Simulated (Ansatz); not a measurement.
A user runs Ansatz (a program for electronic structure) on ZrSe3 (P1, 8 atoms in the cell) and asks whether the run is sound. The aim is a self-consistent single point with DFT, r2SCAN, plane waves, default PAW files made with PBE.

Cell that was meant: a = 5.4109 Å, b = 3.7488 Å, c = 9.4440 Å, α = 90.00°, β = 97.48°, γ = 90.00°.

Part of the input:

Ansatz 0.2 input:
```yaml
    - { symbol: Se, position: [0.87501800, 0.26623600, 0.16681600] }
    - { symbol: Se, position: [0.10964900, 0.73796300, 0.83096700] }
basis:
  ecutwfc: 75.0
kpoints:
  mp_grid: { grid: [3, 3, 2], shift: [0.5, 0.5, 0.5] }
hamiltonian:
  xc: r2scan
  pseudopotentials: { kind: paw }
scf:
  occupations: { method: cold, width: 0.2 }
output:
  forces: true
  eigenvalues: true
```

Log, with long lists cut:

```
   [... lines left out ...]
PAW frozen core: Zr, regenerated for the run's functional
Initial density: superposition of atomic densities (neutral atoms: chi_scale 0, normalization atom), corrected by the library's trained network
Initial wavefunctions: pseudopotential atomic-orbital guess
Eigensolver: davidson
Functional: x = r2scan, c = r2scan; τ floored in thin density (d = 2e-4 eV/Å³)
SCF iter   1: F=—  HF=-39690.974708 eV  |F-HF|=—  |Δ(HF+E_count)|=         —  Δρ=7.86e-1  dr2=7.03e2  dr2_τ=2.06e1  ethr=1.77e-3  ⟨swp⟩=1.0  Hψ=2524  notcnv=0
all-band conjugate gradients solve this SCF's bands
preconditioner: auto → Resta (q_TF=auto, 2.527 Å⁻¹)
   [... lines left out ...]
SCF iter  10: F=—  HF=-38789.496454 eV  |F-HF|=—  |Δ(HF+E_count)|=   1.42e-5  S|Δr|=    0.00e0  Δρ=2.83e-5  dr2=3.95e-6  dr2_τ=5.59e-8  ethr=3.03e-8  ⟨swp⟩=2.0  Hψ=757  notcnv=0  defer=50
SCF iter  11: F=—  HF=-38789.496453 eV  |F-HF|=—  |Δ(HF+E_count)|=   1.16e-6  S|Δr|=    0.00e0  Δρ=9.46e-6  dr2=3.19e-7  dr2_τ=5.57e-9  ethr=3.29e-9  ⟨swp⟩=2.0  Hψ=754  notcnv=0  defer=50
SCF iter  12: F=-38789.496452 eV  HF=-38789.496452 eV  |F-HF|=1.75e-8  |Δ(HF+E_count)|=   9.20e-8  S|Δr|=    0.00e0  Δρ=2.56e-6  dr2=2.33e-8  dr2_τ=2.40e-10  ethr=8.33e-11  ⟨swp⟩=12.1  Hψ=2697  notcnv=0
SCF 1 converged in 12 iterations: F = -38789.496452 eV  dr2 = 2.33e-8
Stability not checked (fill_not_monotonic)
Free energy (F): -38789.496452 eV
Internal energy: -38789.559441 eV  (E = F + TS)
E sigma→0 (E₀):  -38789.517449 eV
Entropy (-TS):   0.062988 eV (7.874 meV/atom)
Fermi energy:    4.568271 eV
--- Forces (eV/Å), atoms counted from 1 ---
  atom   1  Se   -14.82967504     4.86991065   -39.16824216
  atom   2  Se    12.49325524    -3.54728788    35.79936315
  atom   3  Zr     0.33761574     2.62525258    -0.06462554
   [... lines left out ...]
  atom   8  Se    36.20811347     4.32281459    39.14132443
--- Stress (GPa, compression-positive) ---
      -45.324768     -41.040786     -31.975405
      -41.040785     264.749253      24.690115
      -31.975403      24.690115      80.438107
  P = ⅓ Tr σ = 99.9542 GPa (999.542 kbar)
  The stress holds the Pulay correction. Without it, at fixed plane waves, as pw.x and ABINIT print it: P = -5851.9565 GPa
```

Can these results be used? Check the input.

The run is not sound. The fault is a basis or grid far too coarse for these potentials. The error of an incomplete plane-wave basis or grid does not cancel at such settings. To fix it, restore the cutoff that the potentials need and check convergence. The run converged in 12 iterations without an error; against the sound input the free energy rises by 310 eV/atom, the pressure goes from 3.23 to 99.95 GPa and the largest force goes from 1.528 to 62.19 eV/Å. At a fixed set of plane waves, without the program's Pulay estimate, the pressure is -5851.96 GPa against 3.21 GPa.

An input that runs soundly differs in these lines (not the only fix; some lines may just follow from the change or write a value another way):
```diff
-  ecutwfc: 75.0
+  ecutwfc: 500.0 eV
-  occupations: { method: cold, width: 0.2 }
+  occupations: { method: cold, width: 0.2 eV }
```

With that input, the run converged in 10 iterations: free energy E − TS (on the zero of these files) -41268.5663 eV; top of the valence band (on the code's own zero) 8.82 eV; gap on the k-point mesh 1.17 eV; pressure 3.23 GPa; largest force (vector length) 1.528 eV/Å (DFT, r2SCAN, plane waves, default PAW files made with PBE).

On the sound input: the starting cell comes from a database of published, mostly measured structures (it also holds non-ambient and calculated ones), without a prior relaxation at this level. Its atoms were displaced at random from the sites of space group no. 11. With a pressure of about 3 GPa the cell is away from its equilibrium volume at this level. Forces in this geometry exceed 1 eV/Å. Ansatz's pressure includes its estimate of the finite-basis (Pulay) stress. The shifted mesh does not hold Γ, so a gap read on it misses any band edge there.
